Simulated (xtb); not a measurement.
xtb 6.7.1, GFN2-xTB: B(NEt2)2(NMe2) (CCN(CC)B(N(C)C)N(CC)CC), 40 atoms. The geometry is a generated start, not checked to be a minimum at this level.

```
Property                  Result
-----------------  -------------
run flags                 --grad
method                  GFN2-xTB
--acc                1 (default)
--etemp (K)        300 (default)
basis functions               82
valence electrons             84
```

One run each on 1 thread. Values of broydamp tried: 0.02, 0.05, 0.1, 0.2, 0.4 (default), 0.6, 0.8, 1.

Q: How does the count of SCC iterations change with broydamp, and where is it least?

A: Fewest SCC iterations, within one of each other: 0.4 (default) with 11, 0.6 with 11, 0.8 with 12. The count rises to 22 at 0.02. All converge to one solution.

```json
[
 {"broydamp": "0.02", "SCC iterations": "22", "end": "same solution"},
 {"broydamp": "0.05", "SCC iterations": "18", "end": "same solution"},
 {"broydamp": "0.1", "SCC iterations": "15", "end": "same solution"},
 {"broydamp": "0.2", "SCC iterations": "13", "end": "same solution"},
 {"broydamp": "0.4 (default)", "SCC iterations": "11", "end": "same solution"},
 {"broydamp": "0.6", "SCC iterations": "11", "end": "same solution"},
 {"broydamp": "0.8", "SCC iterations": "12", "end": "same solution"},
 {"broydamp": "1", "SCC iterations": "13", "end": "same solution"}
]
```
